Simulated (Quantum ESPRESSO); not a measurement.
## Short convergence ladders for CoPd3 (P4mm, 4 atoms in the cell)

```xyz
4
Lattice="3.8388 0.0000 0.0000 0.0000 3.8388 0.0000 0.0000 0.0000 3.8388" Properties=species:S:1:pos:R:3 pbc="T T T"
Co     0.0000     0.0000     0.0500
Pd     0.0000     1.9194     1.9194
Pd     1.9194     0.0000     1.9194
Pd     1.9194     1.9194     0.0000
```
Moments meant for the start (each program seeds them in its own way; μB, in the order of the atoms Co Pd Pd Pd): 3.0 1.0 1.0 1.0.

Base method: PBEsol, GBRV 1.5 ultrasoft (PBESOL) pseudopotentials (plane waves; Quantum ESPRESSO).

Base settings: ecutwfc = 50 Ry; ecutrho = 400 Ry; occupations = smearing; smearing = fermi-dirac; degauss = 0.0073499 Ry; nspin = 2; potentials = {Co: co_pbesol_v1.2.uspp.F.UPF, Pd: pd_pbesol_v1.4.uspp.F.UPF}; K_POINTS = automatic 3 3 3 0 0 0; conv_thr = 1e-10 Ry; mixing_beta = 0.4.

The count of work is k-points × plane waves × bands × iterations; it is no time. 

**The cutoff for other potential files**

Level: DFT, PBEsol, plane waves, PseudoDojo standard norm-conserving (PBESOL) pseudopotentials.

In this ladder: ecutrho = default; pseudopotentials = {Co: Co.upf, Pd: Pd.upf}.

The second cell is the first with its lattice scaled by 0.98.

The mesh stays at the base's, so the ladder's end is converged at best in this setting alone.

Only quantities that move along the ladder and can be compared are tabulated.

| ecutwfc | free energy less the last step's (meV/atom) | energy of the compressed cell less the first (meV/atom) | pressure (GPa) | largest difference of a force vector from the last step's (eV/Å) | count of work / last |
|---|---|---|---|---|---|
| 45 Ry | 8848.24 | -44.63 | -390.26 | 0.134 | 0.096 |
| 55 Ry | 2196.48 | -11.44 | -146.90 | 0.068 | 0.14 |
| 70 Ry | 150.11 | -6.40 | -22.64 | 0.003 | 0.20 |
| 85 Ry | 4.84 | 0.13 | -6.46 | 0.000 | 0.28 |
| 100 Ry | 1.34 | 0.14 | -5.90 | 0.000 | 0.35 |
| 120 Ry | 0.89 | 0.12 | -5.88 | 0.000 | 0.46 |
| 150 Ry | 0.29 | 0.12 | -5.88 | 0.000 | 0.65 |
| 200 Ry | 0.00 | 0.12 | -5.87 | 0.000 | 1.0 |

Coarsest ecutwfc that holds the forces within 0.01 eV/Å of the last step, with all finer ones: 70 Ry, at 0.20 of the last step's count of work; the step before is off by 0.068 eV/Å.

Coarsest ecutwfc that holds the free energy within 2 meV/atom of the last step, with all finer ones: 100 Ry, at 0.35 of the last step's count of work; the step before is off by 4.8 meV/atom.

Coarsest ecutwfc that holds the pressure within 0.5 GPa of the last step, with all finer ones: 100 Ry, at 0.35 of the last step's count of work; the step before is off by 0.59 GPa.

The energy difference between the two cells stays within 1 meV/atom of the last step's from 85 Ry on, the total only from 120 Ry on: much of the error is common to both cells and cancels.

At the lowest cutoff the pressure lies 384 GPa under the last step's, the usual sign of Pulay stress in an incomplete plane-wave basis.

**The relaxed cell against the cutoff**

On CoPd3 (Pm-3m, 4 atoms in the cell): atoms on their sites.

In this ladder: calculation = vc-relax; tprnfor = default; tstress = default. Moved along: ecutrho.

The mesh stays at the base's, so the ladder's end is converged at best in this setting alone.

Only quantities that move along the ladder and can be compared are tabulated.

The magnetic state is not the same in all runs (site moments differ, or a search went on to a lower state), so steps between rows are not convergence errors alone.

```csv
ecutwfc,relaxed volume (Å³/atom),relaxation steps
25 Ry,11.138,4
30 Ry,12.701,2
35 Ry,13.611,3
42 Ry,13.751,2
50 Ry,13.750,2
60 Ry,13.759,2
75 Ry,13.757,2
100 Ry,13.754,2
```

Coarsest ecutwfc that holds the relaxed volume within 0.069 Å³/atom of the last step, with all finer ones: 42 Ry; the step before is off by 0.14 Å³/atom.

At the lowest cutoff the cell relaxes to a volume 19 % smaller than at the highest.

On the base run: the starting cell comes from a database of computed structures (which also holds hypothetical and non-ambient phases and stackings), without a prior relaxation at this level. Its lattice was rescaled by up to half a per cent. One atom was moved a little off its site on purpose. The magnetic order is the one reached from the typed start; others were not searched systematically. Without a gap this mesh is coarse (it stands for a supercell whose shortest vector is 12 Å).
